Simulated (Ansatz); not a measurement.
The starting structures come from a database of crystals and need not be the phases stable at ambient conditions.

Consider the following.

```yaml
crystal:
  lattice:
    - [4.00239, 0.00000, 0.00000]
    - [-2.00120, 3.46617, 0.00000]
    - [0.00000, 0.00000, 6.57780]
  atoms:
    - { symbol: Al, position: [0.33333, 0.66667, 0.00068] }
    - { symbol: Al, position: [0.66667, 0.33333, 0.50068] }
    - { symbol: As, position: [0.33333, 0.66667, 0.37532] }
    - { symbol: As, position: [0.66667, 0.33333, 0.87532] }
```

Space group of this cell: P6_3mc, wurtzite. The cell is taken as given.

The current runs along the normal of the first two printed vectors, the (001) plane. All runs by Ansatz (a quantum-chemistry and plane-wave program), plane waves and PAW, without spin-orbit coupling; the base is PBEsol.

| run | mean pressure (GPa) | gap (eV) | mid-gap κ (1/Å) |
|---|---|---|---|
| base | 0.1 | 1.65 | 0.108 |
| all lengths scaled by 0.98 | 5.1 | ___ | ___ |
| all lengths scaled by 1.02 | -3.7 | 1.48 | 0.089 |
| lda in place of pbesol | -1.7 | 1.63 | 0.104 |
| lengths across the current scaled by 0.98, ions clamped | 3.3 | ___ | ___ |
| lengths along the current scaled by 0.97, ions clamped | 2.5 | 1.55 | 0.118 |
| lengths along the current scaled by 1.03, ions clamped | -1.9 | ___ | ___ |

Task: Complete the blanks.

Result: 
- all lengths scaled by 0.98, gap (eV): 1.62
- all lengths scaled by 0.98, mid-gap κ (1/Å): 0.123
- lengths across the current scaled by 0.98, ions clamped, gap (eV): 1.61
- lengths across the current scaled by 0.98, ions clamped, mid-gap κ (1/Å): 0.115
- lengths along the current scaled by 1.03, ions clamped, gap (eV): 1.54
- lengths along the current scaled by 1.03, ions clamped, mid-gap κ (1/Å): 0.094
